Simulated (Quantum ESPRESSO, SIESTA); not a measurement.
A Quantum ESPRESSO input for a self-consistent single point of ZrTiNi₂ (Amm2, 4 atoms in the cell) (DFT, LDA (PZ), plane waves, GBRV 1.5 ultrasoft (LDA) pseudopotentials):

```fortran
&CONTROL
  calculation = 'scf'
  prefix = 'zrtini2'
  outdir = './tmp'
  pseudo_dir = './'
  tprnfor = .true.
  tstress = .true.
/
&SYSTEM
  ibrav = 0
  nat = 4
  ntyp = 3
  ecutwfc = 50
  ecutrho = 400
  occupations = 'smearing'
  smearing = 'gauss'
  degauss = 0.0073499
/
&ELECTRONS
  conv_thr = 1e-10
  mixing_beta = 0.4
/
ATOMIC_SPECIES
Zr    91.2240  zr_lda_v1.uspp.F.UPF
Ti    47.8670  ti_lda_v1.4.uspp.F.UPF
Ni    58.6934  ni_lda_v1.4.uspp.F.UPF
ATOMIC_POSITIONS {alat}
Zr    0.5000000000    0.0000000000    0.3428335198
Ti    0.0000000000    0.0000000000    2.0464604301
Ni    0.0000000000    0.0000000000    1.3747764210
Ni    0.5000000000    0.0000000000    0.9839637763
K_POINTS {automatic}
6 8 8  0 0 0
CELL_PARAMETERS {bohr}
   7.7484496980     0.0000000000     0.0000000000
   0.0000000000     2.9545660089     9.1975219260
   0.0000000000    -2.9545660089     9.1975219260
```

Q: Give the SIESTA input for the same structure, mesh, smearing and functional.

A: This is the input that was run; spellings and numerical settings could be chosen otherwise.

```
# files in the folder: Zr.psml Ti.psml Ni.psml (PseudoDojo LDA standard)
SystemName  ZrTiNi2
SystemLabel ZrTiNi2

NumberOfAtoms                4
NumberOfSpecies              3
%block ChemicalSpeciesLabel
  1 40 Zr
  2 22 Ti
  3 28 Ni
%endblock ChemicalSpeciesLabel
LatticeConstant              1.0 Ang
%block LatticeVectors
     4.100303000    0.000000000    0.000000000
     0.000000000    1.563489000    4.867119000
     0.000000000   -1.563489000    4.867119000
%endblock LatticeVectors
AtomicCoordinatesFormat      Ang
%block AtomicCoordinatesAndAtomicSpecies
     2.050151500    0.000000000    1.405721310  1
     0.000000000   -0.000000000    8.391107841  2
     0.000000000    0.000000000    5.636999883  3
     2.050151500    0.000000000    4.034549624  3
%endblock AtomicCoordinatesAndAtomicSpecies

XC.functional                LDA
XC.authors                   PW92
PAO.BasisSize                TZP
PAO.EnergyShift              0.01 Ry
MeshCutoff                   400 Ry
%block kgrid.MonkhorstPack
    6   0   0  0.0
    0   8   0  0.0
    0   0   8  0.0
%endblock kgrid.MonkhorstPack
OccupationFunction           MP
OccupationMPOrder            0
ElectronicTemperature        0.1 eV

MaxSCFIterations             150
SCF.Mixer.Method             Pulay
SCF.Mixer.Weight             0.2
SCF.Mixer.History            6
SCF.DM.Tolerance             1.0E-05
Diag.ParallelOverK           true
WriteForces                  true
Charge.Mulliken              end
```

Basis, cutoffs, solver keys and any potentials are the target program's own. This input uses DFT, LDA PW92, numerical atomic orbitals TZP, PseudoDojo LDA standard norm-conserving potentials (rewritten from UPF to PSML). LDA parametrisations can differ slightly between programs.

The starting cell comes from a database of computed structures (which also holds hypothetical and non-ambient phases and stackings), without a prior relaxation at this level. Its lattice was rescaled by a random factor within 2.5 % of one.
